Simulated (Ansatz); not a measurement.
The parent structure is ZnSiP2 in the chalcopyrite structure (space group I-42d, No. 122; a = 5.3064 Å, c = 10.3798 Å). Axes: x, y, z lie along a, b, c of the conventional cell.

All numbers come from Ansatz (a first-principles code) LDA, without spin-orbit coupling.

For the base:

```
Item                Result
-------------  -----------
Pressure          0.00 GPa
Gap character  direct at Γ
```

Now apply this change: compressive biaxial strain of 3.00 % in the plane normal to [001], as in epitaxy on a mismatched substrate; the out-of-plane cell vector and the atoms relax.

How does this affect the pressure?

The pressure (mean of the normal stresses, compression positive) goes from zero to 3.36 GPa.

Predict the new gap character.

The gap character becomes indirect, Γ → M–S (33 % along) (base: direct at Γ).

How does this affect the out-of-plane strain?

The out-of-plane strain amounts to +2.83 %.

How does this affect the energy relative to the base?

The energy increases by 17 meV/atom.

Whether these cells are dynamically stable was not tested.
